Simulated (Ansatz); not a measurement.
The reference is Ga (space group Fmmm, No. 69; a = 2.825 Å, b = 4.993 Å, c = 10.321 Å; a hypothetical phase, not in the database extracts checked; relaxed with 0.1 eV smearing). Axes: x, y, z lie along a, b, c of the conventional cell.

The values are results of PBE-D3(BJ)/PAW in Ansatz (an electronic-structure program), no spin-orbit coupling, not measurements.

It is then changed as follows: the cell is compressed by 4.30 % along x with no lateral relaxation, atoms relaxed at fixed cell.

Predict the stress tensor and what it implies for the stiffness.

Stress of the strained cell less that of the base (GPa, compression positive):
```
    4.2     0.0     0.0
    0.0     2.5     0.0
    0.0     0.0     1.6
```

Then −Δσ_ii/ε with ε = -0.0430 gives secant stiffness values (nonlinear terms included at this strain): C11 ≈ 97 GPa, C12 ≈ 57 GPa and C13 ≈ 36 GPa.

As a check, the harmonic strain energy −½ V₀ Δσ:ε is 10 meV/atom; the computed energy rise is 9.0 meV/atom.

No phonon test of stability was made.
